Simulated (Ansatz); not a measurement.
Results of PBE in Ansatz (PAW) for L1₂ (Cu3Au-type) Ni3Al.

Run with plane-wave cutoff 520 eV, 18×18×18 k mesh, Fermi–Dirac smearing 0.024 eV (set by the program), spin-polarised with parallel moments, scalar-relativistic PAW data made under PBE.

Cell (measured lattice):

```yaml
crystal:
  lattice:
    - [3.56700, 0.00000, 0.00000]
    - [0.00000, 3.56700, 0.00000]
    - [0.00000, 0.00000, 3.56700]
  atoms:
    - { symbol: Al, position: [0.00000, 0.00000, 0.00000] }
    - { symbol: Ni, position: [0.00000, 0.50000, 0.50000] }
    - { symbol: Ni, position: [0.50000, 0.00000, 0.50000] }
    - { symbol: Ni, position: [0.50000, 0.50000, 0.00000] }
```

Question: Estimate the polycrystal shear modulus (Hill average), Young modulus and Voigt–Reuss–Hill bulk modulus that the calculation returns.

Answer: 
* **polycrystal shear modulus (Hill average)**: 88.2 GPa
* **Young modulus**: 228 GPa
* **Voigt–Reuss–Hill bulk modulus**: 182 GPa

Note: the cell isn't this level's own, so it is under some stress, which shifts stiffness and frequencies.

Elastic constants are with the ions relaxed.

Computed values are for the static lattice.

The result took around 40 core-minutes (rough).

Ansatz is a first-principles code.
